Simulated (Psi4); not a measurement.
Psi4 1.11, PBE/def2-svpd: In(OMe)(SiH3)2 (C[O][In]([SiH3])[SiH3]), 14 atoms. The geometry is a generated start, not checked to be a minimum at this level.

```
Item                                                      Result
-------------------------------  -------------------------------
task                                                    gradient
method                                                       pbe
basis                                                  def2-svpd
memory                                                      7 GB
scf_type                                            df (default)
guess                             auto, which took SAD (default)
diis_max_vecs                                       10 (default)
scf_initial_accelerator                          adiis (default)
e_convergence                                    1e-08 (default)
d_convergence                                    1e-08 (default)
effective core potentials        those of the basis set, past Kr
basis functions (reference run)                              195
grid points (reference run)                              2563416
```

```xyz
14

In    -0.1585     0.0485     0.8983
O      0.5194    -0.6055    -0.8948
C      0.4752    -0.2683    -2.2432
H      0.1619     0.7766    -2.4010
H      1.4707    -0.3904    -2.6896
H     -0.2214    -0.9156    -2.7919
Si    -1.7570     2.0670     0.2600
H     -1.0555     3.0670    -0.5762
H     -2.2940     2.8017     1.4296
H     -2.9238     1.5794    -0.5128
Si     1.2350    -1.7660     2.1753
H      1.7685    -1.2446     3.4586
H      2.3752    -2.2063     1.3656
H      0.4043    -2.9434     2.5223
```
Charge 0, spin multiplicity 1.

Differences are taken against the run with dft_radial_points = 200, dft_spherical_points = 974, dft_pruning_scheme = none (default); no run here is proven converged. One run each, on a shared machine, so no times are given.

Settings tried, all else as in the reference:
- dft_radial_points = 75 (default), dft_spherical_points = 302 (default), dft_pruning_scheme = robust
- dft_radial_points = 75 (default), dft_spherical_points = 302 (default), dft_pruning_scheme = treutler
- dft_radial_points = 99, dft_spherical_points = 590, dft_pruning_scheme = treutler
- dft_radial_points = 35, dft_spherical_points = 110
- dft_radial_points = 75 (default), dft_spherical_points = 434
- dft_radial_points = 25, dft_spherical_points = 50
- dft_radial_points = 50, dft_spherical_points = 194
- dft_radial_points = 150, dft_spherical_points = 770
- dft_radial_points = 99, dft_spherical_points = 590
- dft_radial_points = 75 (default), dft_spherical_points = 302 (default)
- dft_radial_points = 99, dft_spherical_points = 590, dft_pruning_scheme = robust

Which of these stay within 10 meV/atom in energy, 100 meV/Å in forces (largest component) of the reference run?

Within it: dft_radial_points = 150, dft_spherical_points = 770; dft_radial_points = 99, dft_spherical_points = 590, dft_pruning_scheme = robust; dft_radial_points = 99, dft_spherical_points = 590; dft_radial_points = 75 (default), dft_spherical_points = 434; dft_radial_points = 75 (default), dft_spherical_points = 302 (default); dft_radial_points = 75 (default), dft_spherical_points = 302 (default), dft_pruning_scheme = robust; dft_radial_points = 50, dft_spherical_points = 194; dft_radial_points = 75 (default), dft_spherical_points = 302 (default), dft_pruning_scheme = treutler; dft_radial_points = 99, dft_spherical_points = 590, dft_pruning_scheme = treutler; dft_radial_points = 35, dft_spherical_points = 110. Outside: dft_radial_points = 25, dft_spherical_points = 50.

| setting | grid points | energy against the reference | difference in forces (largest component) |
|---|---|---|---|
| the reference | 2563416 | — | — |
| dft_radial_points = 150, dft_spherical_points = 770 | 1528505 | under 0.001 meV/atom | 0.13 meV/Å |
| dft_radial_points = 99, dft_spherical_points = 590, dft_pruning_scheme = robust | 561607 | under 0.001 meV/atom | 0.21 meV/Å |
| dft_radial_points = 99, dft_spherical_points = 590 | 775621 | under 0.001 meV/atom | 0.21 meV/Å |
| dft_radial_points = 75 (default), dft_spherical_points = 434 | 434651 | +0.0056 meV/atom | 0.52 meV/Å |
| dft_radial_points = 75 (default), dft_spherical_points = 302 (default) | 302598 | +0.030 meV/atom | 3.0 meV/Å |
| dft_radial_points = 75 (default), dft_spherical_points = 302 (default), dft_pruning_scheme = robust | 215030 | +0.029 meV/atom | 3.0 meV/Å |
| dft_radial_points = 50, dft_spherical_points = 194 | 131689 | −0.42 meV/atom | 9.4 meV/Å |
| dft_radial_points = 75 (default), dft_spherical_points = 302 (default), dft_pruning_scheme = treutler | 177278 | +0.11 meV/atom | 12 meV/Å |
| dft_radial_points = 99, dft_spherical_points = 590, dft_pruning_scheme = treutler | 433999 | +0.086 meV/atom | 13 meV/Å |
| dft_radial_points = 35, dft_spherical_points = 110 | 52419 | −3.6 meV/atom | 39 meV/Å |
| dft_radial_points = 25, dft_spherical_points = 50 | 17050 | +27 meV/atom | 180 meV/Å |

Total energies are compared; such shifts often cancel in part in energy differences. The gradients leave out the derivatives of the grid weights. The tolerance is a choice made for this comparison.
